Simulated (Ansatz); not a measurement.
## Cr: Cr → Fe

Take Cr in the bcc (W type) structure (space group Im-3m, No. 229; a = 2.848 Å; non-magnetic) as the base.

Modification: every Cr is replaced by Fe; the structure is relaxed again.

Level of theory: plane-wave PAW DFT at the PBE level (Ansatz, a quantum-chemistry and plane-wave program, 420 eV), no spin-orbit coupling. k-mesh 23×23×23 (Γ-centred); smearing 0.05 eV (Fermi–Dirac).

The volume per atom decreases by 0.195 Å³ (11.55 Å³ → 11.35 Å³) and the density increases by 0.69 g/cm³ (7.48 g/cm³ → 8.17 g/cm³). The lattice parameter a shrinks by 0.0304 bohr to 5.351 bohr and the space group remains Im-3m (No. 229). The band gap stays zero and the magnetic state goes from non-magnetic to ferromagnetic. The largest site moment goes from zero to 2.22 μB.

Cost of the whole job for the changed cell (relaxation, final SCF and bands): very roughly 2.0 core-minutes.

The magnetic state is the one reached from the starting moments; the real material's order can differ, and small cells can't hold many antiferromagnetic ones. Stability against distortions was not tested. Starting moments died away, wholly or in part, for the base; another magnetic solution may exist. Spin-polarised in the final run: Fe; the other runs are not. Real Cr is antiferromagnetic at low temperature and ambient pressure, an order that this cell doesn't hold.
